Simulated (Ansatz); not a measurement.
For PdIn (Pm-3m), PBEsol, DFPT electron-phonon coupling, linearised Boltzmann equation in Ansatz (a first-principles code) gives a transport coupling λ_tr = 0.697 and a Drude plasma energy ħω_p = 7.68 eV.

Problem. Estimate the resistivity at 300 K from the high-temperature formula ρ = 2π λ_tr k_B T / (ħ ε₀ ω_p²), and say how the full Boltzmann solution compares.

Solution. The scattering rate is 1/τ = 2π λ_tr k_B T/ħ = 1.72e14 s⁻¹ and ω_p = 1.17e16 s⁻¹, so ρ ≈ 14.3 μΩ·cm. The Boltzmann solution gives 13.0 μΩ·cm, 0.91 times the estimate.

A metal at this level (no band gap). Only scattering by harmonic phonons is included (no impurities, grain boundaries, electron-electron scattering or thermal expansion). Spin-orbit coupling is left out. The self-energy correction of the phonons between q points moved λ by about 8 %. The run warned that the eigensolver left some states short of its tolerance. Halving the electron mesh (28x28x28) moves the resistivity by up to 6 % at 300 K, the coupling by up to 1 %. Smearing 0.20 eV; phonons on a 4x4x4 q mesh, which this run doesn't test.

Computed structure with no diffraction record at hand here (it may be known, metastable or hypothetical): PdIn (Pm-3m).
